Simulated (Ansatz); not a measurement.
Start from NiSi (space group Pnma, No. 62; a = 5.190 Å, b = 3.350 Å, c = 5.624 Å; non-magnetic).

Calculations: PBE, PAW, 420 eV (Ansatz, an electronic-structure program; spin-orbit coupling left out), earlier PAW set.

Before the change:

```
Item                                Value
-----------------------------  ----------
Band gap                             zero
Density                        5.89 g/cm³
Shortest interatomic distance     2.287 Å
```

It is then changed as follows: hydrostatic tension (pressure −1 GPa).

Q: What happens to the band gap, density and shortest interatomic distance?

A: The band gap remains zero; the density decreases by 0.036 g/cm³ (5.89 g/cm³ → 5.86 g/cm³); the shortest interatomic distance increases by 0.0034 Å (2.287 Å → 2.291 Å).

Load acts through the strain it causes; cell and atoms are relaxed under it. Stability against distortions was not tested. Seeded moments were not kept for the base. The final runs are not spin-polarised.
